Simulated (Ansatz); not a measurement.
# zinc-blende GaP (0 0 1) on wurtzite GaN (1 1 0) (film strained to the substrate, started from cuts of the bulks and a machine-learned relaxation; metallic at this level, with no gap by band count; slabs Ga18N18 and Ga8P8, which can lie off the formulas)

A periodic stack without vacuum, zinc-blende GaP (0 0 1) on wurtzite GaN (1 1 0) (film strained to the substrate, started from cuts of the bulks and a machine-learned relaxation; metallic at this level, with no gap by band count; slabs Ga18N18 and Ga8P8, which can lie off the formulas): substrate slab Ga18N18, film Ga8P8, surface cells [[0, 1], [-1, 0]] and [[0, -1], [2, 1]], film strained by -4.8 and +1.2 %, outermost planes GaN/GaN and P/Ga as cut, which need not be the usual terminations and can put a slab off its formula.

The start was prepared with a machine-learned potential, and the result is one local minimum, with the in-plane cell held and forces under 0.04 eV/Å; the film can end far from its bulk form.

Levels used, each named beside its values: PBE (plane waves to 420 eV, PAW; Ansatz, a first-principles code); HSE06 (plane waves to 420 eV, PAW; Ansatz). Geometries and values that name no level are of the first. Spin–orbit coupling is left out; PBE gaps are too small against experiment. Its k-point mesh 4×5×1, Fermi–Dirac width 0.05 eV. HSE06 ran on meshes of its own (7×7×4, 3×3×3); its edges and gaps are taken over the mesh and over extra points off it, mostly where PBE has its edges.

The interface area is 29.2 Å² and the period is 25.86 Å. The heights between the nearest atoms of the two slabs at the two interfaces comes out as 1.27 and 1.65 Å and the Ga–P contacts across the interfaces within 1.22 times the sum of covalent radii is 4, mean 2.47 Å. The Ga–N contacts across the interfaces within 1.22 times the sum of covalent radii is 2, mean 2.03 Å and the Ga–Ga contacts across the interfaces within 1.22 times the sum of covalent radii is 1, mean 2.88 Å. The N–P contacts across the interfaces within 1.22 times the sum of covalent radii is 1, mean 1.69 Å, the two interfaces is unlike, so that offsets are their mean and the valence offset, film less substrate (PBE, at the middle of a substrate layer that carries a field) comes out as +1.30 eV. The valence offset, film less substrate (HSE06 edges on the PBE line-up, at the middle of a substrate layer that carries a field) is +1.70 eV, the conduction offset (HSE06 edges on the PBE line-up, at the middle of a substrate layer that carries a field) is +0.45 eV and the spin-polarised check at this geometry comes out as keeps a moment, energy -0.01 eV. The slope of the mean potential energy in the substrate comes out as +12.0 MV/cm × e.

```
CELL_PARAMETERS angstrom
      5.57281    -0.00027    -0.15075
     -0.00043     5.24303    -0.02626
      0.65854    -1.88213    25.85921
ATOMIC_POSITIONS crystal
  Ga 0.32224 0.49325 0.02890
  Ga 0.00207 0.01533 0.03855
  N  0.31510 0.86952 0.02976
  N  0.98416 0.38007 0.03245
  Ga 0.81273 0.52248 0.09416
  Ga 0.48113 0.02342 0.09336
  N  0.81187 0.89772 0.09297
  N  0.48029 0.39894 0.09326
  Ga 0.31295 0.54664 0.15649
  Ga 0.98135 0.04844 0.15747
  N  0.31334 0.92282 0.15471
  N  0.97939 0.42351 0.15596
  Ga 0.81273 0.56964 0.21935
  Ga 0.47907 0.07020 0.21838
  N  0.81179 0.94548 0.21747
  N  0.47938 0.44653 0.21812
  Ga 0.31335 0.59357 0.28185
  Ga 0.97893 0.09276 0.28101
  N  0.31123 0.96876 0.27904
  N  0.97988 0.46918 0.28070
  Ga 0.81337 0.61561 0.34427
  Ga 0.47675 0.11638 0.34245
  N  0.80868 0.99041 0.34118
  N  0.48014 0.49338 0.34348
  Ga 0.31601 0.64433 0.40775
  Ga 0.97273 0.13330 0.40488
  N  0.30431 0.01561 0.40201
  N  0.98434 0.51054 0.40558
  Ga 0.82169 0.65034 0.46876
  Ga 0.45764 0.17032 0.46645
  N  0.78554 0.02139 0.46238
  N  0.48586 0.54287 0.46943
  Ga 0.40506 0.74635 0.53630
  Ga 0.93684 0.14364 0.52726
  N  0.26230 0.05309 0.51886
  N  0.92971 0.50886 0.53421
  Ga 0.39446 0.83633 0.75076
  Ga 0.87988 0.33049 0.74990
  Ga 0.88807 0.79838 0.65051
  Ga 0.36972 0.28243 0.63257
  Ga 0.45436 0.00656 0.96518
  Ga 0.80386 0.33944 0.96428
  Ga 0.89716 0.86591 0.85878
  Ga 0.37909 0.38412 0.85885
  P  0.14828 0.07264 0.69796
  P  0.62134 0.54937 0.69538
  P  0.66601 0.00960 0.59153
  P  0.11615 0.57130 0.58531
  P  0.13191 0.14912 0.91374
  P  0.63573 0.65505 0.91482
  P  0.63947 0.10447 0.80750
  P  0.13574 0.60454 0.80294
```
